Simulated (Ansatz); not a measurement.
Consider RbBr in the rock salt structure (space group Fm-3m, No. 225; a = 6.843 Å).

Calculations: PBEsol (Ansatz, a first-principles code), no spin-orbit coupling.

Base values:

| Quantity | Result |
|---|---|
| Valley order | Γ 4.22 eV; X along ⟨100⟩ 5.50 eV |

Modification: an isotropic linear strain of −1.00 %; the atoms relax in the strained cell.

Question: What happens to the valley order?

Answer: The valley order (the lowest conduction-band minima on the path, energy above the VBM, named in the base's zone) goes from Γ 4.22 eV; X along ⟨100⟩ 5.50 eV to Γ 4.30 eV; X along ⟨100⟩ 5.46 eV.

Question: What happens to the mean gap deformation potential ΔEg/Δln V?

Answer: The mean gap deformation potential ΔEg/Δln V amounts to -2.3 eV.

Question: What does the calculation give for the energy relative to the base after the change?

Answer: The energy increases by 1.7 meV/atom.

Stability against distortions was not tested.
